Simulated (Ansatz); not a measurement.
Consider a periodic stack without vacuum, beta tin (0 0 1) on cubic CsPbBr3 (0 0 1) (film strained to the substrate, started from cuts of the bulks and a machine-learned relaxation; slabs Cs2Pb3Br8 and Sn12, which can lie off the formulas): substrate slab Cs2Pb3Br8, film Sn12, surface cells [[0, 1], [-1, 0]] and [[0, 1], [-1, 0]], film strained by +1.1 and +1.1 %, outermost planes BrPb/BrPb and Sn/Sn as cut, which need not be the usual terminations and can put a slab off its formula. Its start:

```yaml
crystal:
  lattice:
    - [6.00000, 0.00000, 0.00683]
    - [0.00000, 6.00000, -0.00603]
    - [-2.47048, -0.52606, 26.19060]
  atoms:
    - { symbol: Cs, position: [0.07782, 0.01676, 0.16591] }
    - { symbol: Pb, position: [0.54001, 0.51338, 0.04626] }
    - { symbol: Br, position: [0.03645, 0.51185, 0.04370] }
    - { symbol: Br, position: [0.55169, 0.01417, 0.06087] }
    - { symbol: Br, position: [0.56909, 0.51850, 0.16155] }
    - { symbol: Cs, position: [0.17391, 0.03807, 0.39652] }
    - { symbol: Pb, position: [0.61782, 0.52476, 0.27912] }
    - { symbol: Br, position: [0.11701, 0.52169, 0.27817] }
    - { symbol: Br, position: [0.61401, 0.02464, 0.27817] }
    - { symbol: Br, position: [0.66344, 0.54043, 0.39593] }
    - { symbol: Pb, position: [0.72322, 0.55502, 0.51096] }
    - { symbol: Br, position: [0.22358, 0.56419, 0.51764] }
    - { symbol: Br, position: [0.71986, 0.05376, 0.49437] }
    - { symbol: Sn, position: [0.67549, 0.37276, 0.63997] }
    - { symbol: Sn, position: [0.18973, 0.38020, 0.67561] }
    - { symbol: Sn, position: [0.18253, 0.87784, 0.67169] }
    - { symbol: Sn, position: [0.67729, 0.87241, 0.64159] }
    - { symbol: Sn, position: [0.73275, 0.39224, 0.75909] }
    - { symbol: Sn, position: [0.25140, 0.39690, 0.80323] }
    - { symbol: Sn, position: [0.24702, 0.89626, 0.79820] }
    - { symbol: Sn, position: [0.73803, 0.89260, 0.76553] }
    - { symbol: Sn, position: [0.76600, 0.40220, 0.88640] }
    - { symbol: Sn, position: [0.27822, 0.40053, 0.92054] }
    - { symbol: Sn, position: [0.28522, 0.90172, 0.92352] }
    - { symbol: Sn, position: [0.76882, 0.90120, 0.89445] }
```

The start was prepared with a machine-learned potential, and the result is one local minimum, with the in-plane cell held and forces under 0.04 eV/Å; the film can end far from its bulk form.

These are PBE (plane waves to 420 eV, PAW; Ansatz, a program for electronic structure) values and carry that method's errors. No spin–orbit coupling; the runs are not spin-polarised. Its k-point mesh 5×5×1, Fermi–Dirac width 0.05 eV.

### Question
Predict the relaxed interface.

### Answer
- interface area = 36.0 Å²
- period = 25.92 Å
- heights between the nearest atoms of the two slabs at the two interfaces = 3.27 and 2.64 Å
- Pb–Sn contacts across the interfaces within 1.22 times the sum of covalent radii = 1, mean 3.27 Å
